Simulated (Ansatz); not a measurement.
Consider TiO$_{2}$ in the anatase structure (space group I4_1/amd, No. 141).

```xyz
6
Lattice="-1.8697 1.8697 4.7275 1.8697 -1.8697 4.7275 1.8697 1.8697 -4.7275" Properties=species:S:1:pos:R:3 pbc="T T T"
Ti     0.0000     1.8697     2.3638
Ti     0.0000     0.0000     0.0000
O      0.0000     1.8697     0.3973
O      0.0000     0.0000     7.4886
O      0.0000     0.0000     1.9665
O      0.0000     1.8697     4.3303
```

Cartesian axes are those of the cell as printed.

Computed with LDA (Ansatz, an electronic-structure program, PAW, no spin-orbit coupling).

Strains are applied to the cell and any free atomic positions relax.

One change was made to it. Results:

| quantity | base | after |
|---|---|---|
| band gap | 2.08 eV | 2.17 eV |
| shortest interatomic distance | 1.911 Å | 1.874 Å |

Question: What was done to the base?
A) uniaxial strain ε_xx = −2.40 %
B) uniaxial strain ε_xx = −0.60 %
C) uniaxial strain ε_xx = −1.80 %

Answer: A, uniaxial strain ε_xx = −2.40 %. For comparison, the shortest interatomic distance in the other runs: uniaxial strain ε_xx = −1.80 % gives 1.883 Å; uniaxial strain ε_xx = −0.60 % gives 1.902 Å.

Whether these cells are dynamically stable was not tested. The final runs are not spin-polarised.
